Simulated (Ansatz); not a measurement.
**Ca2Nb2O7 (Fd-3m, No. 227, 22 atoms in the cell; start mp-4155)**

Computed with LDA (plane waves, PAW; Ansatz, a program for electronic structure).

Settings: plane-wave cutoff 520 eV, 6×6×6 k mesh, Fermi–Dirac smearing 0.01 eV, no spin polarisation, scalar-relativistic PAW data made under PBE.

Cell (relaxed with PBEsol):

```cif
data_Ca16Nb16O56
_chemical_formula_sum 'Ca16 Nb16 O56'
_space_group_name_H-M_alt 'Fd-3m :1'
_space_group_IT_number 227
_space_group_name_Hall 'F 4d 2 3 -1d'
_cell_length_a 10.40129
_cell_length_b 10.40129
_cell_length_c 10.40129
_cell_angle_alpha 90.000
_cell_angle_beta 90.000
_cell_angle_gamma 90.000
loop_
_atom_site_label
_atom_site_type_symbol
_atom_site_symmetry_multiplicity
_atom_site_Wyckoff_symbol
_atom_site_fract_x
_atom_site_fract_y
_atom_site_fract_z
_atom_site_occupancy
Ca1 Ca 16 d 0.62500 0.62500 0.62500 1
Nb1 Nb 16 c 0.12500 0.12500 0.12500 1
O1 O 8 b 0.50000 0.50000 0.50000 1
O2 O 48 f 0.00000 0.00000 0.19284 1
```
(The calculation used a cell of 22 atoms; values per cell refer to that cell.)

```yaml
band_gap: 1.70 eV
```

Note: cell and atoms aren't relaxed at this level (largest force component 0.09 eV/Å, pressure -4.7 GPa).

Spin–orbit coupling is not included.

Computed values are for the static lattice.

A start named mp-… is a Materials Project structure, which need not be a measured phase.
